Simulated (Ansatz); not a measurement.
## InGaZnO4 (R3m, No. 160, 7 atoms in the cell; start mp-1215688)

Computed with PBEsol (Ansatz, a first-principles code, PAW).

Numerical settings: plane-wave cutoff 520 eV, 12×12×12 k mesh, Fermi–Dirac smearing 0.01 eV, scalar-relativistic PAW data made under PBE.

Cell (relaxed at this level):

```
CELL_PARAMETERS angstrom
      1.65730     0.95684     8.58347
     -1.65730     0.95684     8.58347
      0.00000    -1.91369     8.58347
ATOMIC_POSITIONS crystal
  Zn 0.21869 0.21869 0.21869
  In 0.00294 0.00294 0.00294
  Ga 0.78714 0.78714 0.78714
  O  0.29509 0.29509 0.29509
  O  0.71124 0.71124 0.71124
  O  0.12117 0.12117 0.12117
  O  0.86373 0.86373 0.86373
```

```yaml
band_gap: 1.18 eV
```

Spin–orbit coupling is not included.

Computed values are for the static lattice.

It cost roughly 60 core-seconds of CPU time.

A start named mp-… is a Materials Project structure, which need not be a measured phase.
